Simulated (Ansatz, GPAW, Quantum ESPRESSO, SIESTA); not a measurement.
CoSi (P2_13, 8 atoms in the cell) computed with different codes at matched settings

Self-consistent single point, at a second geometry (lattice scaled by 0.98). First geometry:

```yaml
crystal:
  lattice:
    - [4.42301, 0.00000, 0.00000]
    - [0.00000, 4.42301, 0.00000]
    - [0.00000, 0.00000, 4.42301]
  atoms:
    - { symbol: Co, position: [0.85410, 0.64590, 0.35410] }
    - { symbol: Co, position: [0.64590, 0.35410, 0.85410] }
    - { symbol: Co, position: [0.35410, 0.85410, 0.64590] }
    - { symbol: Co, position: [0.14590, 0.14590, 0.14590] }
    - { symbol: Si, position: [0.15654, 0.34346, 0.65654] }
    - { symbol: Si, position: [0.34346, 0.65654, 0.15654] }
    - { symbol: Si, position: [0.65654, 0.15654, 0.34346] }
    - { symbol: Si, position: [0.84346, 0.84346, 0.84346] }
```

Shared settings, as Ansatz (an electronic-structure program) writes them: kpoints.mp_grid.grid = 9 9 9; scf.occupations.method = gaussian; scf.occupations.width = 0.272 eV. Potentials and cutoffs stand in the table.

| code | model | ΔF from the first geometry (meV/atom) | pressure (GPa) | largest force (eV/Å) | cutoff |
|---|---|---|---|---|---|
| Ansatz | PBE, default PAW files | 34.7 | 17.05 | 0.080 | 420 eV |
| Quantum ESPRESSO | PBE, PSlibrary ultrasoft (PBE) pseudopotentials | 36.9 | 16.98 | 0.095 | 50 Ry |
| SIESTA | GGA PBE, numerical atomic orbitals DZP, PseudoDojo PBE standard norm-conserving potentials (rewritten from UPF to PSML) | 32.7 | 17.01 | 0.132 | grid 300 Ry |
| GPAW | PBE, GPAW PAW datasets PBE (gpaw-data 1.0.1) | 43.2 | 19.45 | 0.113 | 800 eV |

For Quantum ESPRESSO (by 0.7 GPa) the energy change implies a higher mean pressure, against the two pressures, than for the other programs: a sign of finite-basis (Pulay) stress.

Size of the force on each atom (eV/Å): Sizes of forces hide their directions.

| code | Co1 | Co2 | Co3 | Co4 | Si5 | Si6 | Si7 | Si8 |
|---|---|---|---|---|---|---|---|---|
| Ansatz | 0.080 | 0.080 | 0.080 | 0.080 | 0.057 | 0.057 | 0.057 | 0.057 |
| Quantum ESPRESSO | 0.095 | 0.095 | 0.095 | 0.095 | 0.066 | 0.066 | 0.066 | 0.066 |
| SIESTA | 0.132 | 0.132 | 0.132 | 0.132 | 0.108 | 0.108 | 0.108 | 0.108 |
| GPAW | 0.113 | 0.113 | 0.113 | 0.113 | 0.063 | 0.063 | 0.063 | 0.063 |

On Ansatz's run: spin polarisation is off.

The spread over the programs that give each value: ΔF from the first geometry within 10.5 meV/atom; pressure within 2.47 GPa; largest force within 0.052 eV/Å.

SIESTA uses small atom-centred bases, whose incompleteness enters pressures, forces and empty levels differently from a plane-wave cutoff. Ansatz's pressure is given at a fixed set of plane waves, as the other plane-wave codes print theirs; with its correction for the finite basis it is 17.15 GPa. In the pressure, GPAW (by 2.40) lies more than 1 GPa from the median of the plane-wave programs.

The starting cell comes from a database of computed structures (which also holds hypothetical and non-ambient phases and stackings), without a prior relaxation at this level. Its lattice was rescaled by a random factor within 2.5 % of one. For this run, on top of that: lattice scaled by 0.98.

Left out of this page: Elk (not drawn, or without a comparable value).

Keys are those of Ansatz 0.2.
